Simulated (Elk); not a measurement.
A self-consistent single point of YZn₅ (P6/mmm, 6 atoms in the cell) with Elk.

Method: LDA (PW92), all-electron FP-LAPW, Elk's shipped species files, default APW+lo basis in Elk 10.2.4.

The change in words: lattice scaled by 0.98. Reference geometry:
```
CELL_PARAMETERS angstrom
      5.33374     0.00000     0.00000
     -2.66687     4.61915     0.00000
      0.00000     0.00000     4.24268
ATOMIC_POSITIONS crystal
  Y  0.00000 0.00000 0.00000
  Zn 0.00000 0.50000 0.50000
  Zn 0.50000 0.00000 0.50000
  Zn 0.50000 0.50000 0.50000
  Zn 0.33333 0.66667 0.00000
  Zn 0.66667 0.33333 0.00000
```

Reference input (self-consistent single point, DFT, LDA (PW92), all-electron FP-LAPW, Elk's shipped species files, default APW+lo basis): swidth = 0.00499791 Ha; ngridk = 6 6 6; rmtscf = 0.97; maxscl = 100. This run's input differs from it in these lines:

```diff
@@ -16,5 +16,5 @@
 avec
-    5.3337366506   -0.0000001510    0.0000000000
-   -2.6668681946    4.6191515120    0.0000000000
-    0.0000000000    0.0000000000    4.2426790000
+    5.2270618007    0.0000000642    0.0000000000
+   -2.6135309559    4.5267682745    0.0000000000
+    0.0000000000    0.0000000000    4.1578250000
```

The program printed (abridged):

```
│ Self-consistent loop started │
│ Loop number : 1 │
 total energy                :     -12331.0153043
│ Loop number : 2 │
 total energy                :     -12332.1575138
RMS change in Kohn-Sham potential (target) :   0.1787187379     (  0.1000000000E-05)
Absolute change in total energy (target)   :    1.142209508     (  0.1000000000E-03)
│ Loop number : 3 │
 total energy                :     -12343.8826356
RMS change in Kohn-Sham potential (target) :   0.8350037613E-01 (  0.1000000000E-05)
Absolute change in total energy (target)   :    12.01067419     (  0.1000000000E-03)
│ Loop number : 4 │
   [... lines left out ...]
Absolute change in total energy (target)   :   0.1799739895E-02 (  0.1000000000E-03)
│ Loop number : 14 │
 total energy                :     -12349.1908811
RMS change in Kohn-Sham potential (target) :   0.4067717122E-06 (  0.1000000000E-05)
Absolute change in total energy (target)   :   0.2662250845E-03 (  0.1000000000E-03)
│ Loop number : 15 │
 total energy                :     -12349.1908827
RMS change in Kohn-Sham potential (target) :   0.1154885183E-06 (  0.1000000000E-05)
Absolute change in total energy (target)   :   0.6817377107E-04 (  0.1000000000E-03)
Convergence targets achieved

│ Loop number : 16 │

Energies :
 Fermi                       :     0.253122867374
 total energy                :     -12349.1909041

Density of states at Fermi energy :    55.10309904
 (states/Hartree/unit cell)

Estimated indirect band gap :   0.1334536478E-02
 from k-point      7 to k-point      3
Estimated direct band gap   :   0.2061390777E-02
 at k-point      7

Charges :
 core                        :    88.00000000
 valence                     :    101.0000000
 interstitial                :    7.828515256
 muffin-tins (core leakage)
  species :    1 (Y)
   atom    1                 :    36.63611856     (  0.1502269080E-04)
  species :    2 (Zn)
   atom    1                 :    28.90249083     (  0.1302696619E-03)
   atom    2                 :    28.90249083     (  0.1302696619E-03)
   atom    3                 :    28.90249083     (  0.1302696619E-03)
   atom    4                 :    28.91394685     (  0.1305640266E-03)
   atom    5                 :    28.91394685     (  0.1305640266E-03)
 total in muffin-tins        :    181.1714847
 total calculated charge     :    188.9613147
 total charge                :    189.0000000
 error                       :   0.3868534894E-01

│ Self-consistent loop stopped │
```

The run converged in 16 iterations. The count includes the last loop, which Elk runs after its targets are met. Against the reference run the free energy goes down by 49.1 meV/atom.

The starting cell comes from a database of computed structures (which also holds hypothetical and non-ambient phases and stackings), without a prior relaxation at this level. Its lattice was rescaled by a random factor within 2.5 % of one. For this run, on top of that: lattice scaled by 0.98. Values depend on the basis (sphere radii, cutoffs, local orbitals), which need not be converged. The log's line on a gap gives a spacing of levels on this mesh, which the program prints for metals too.
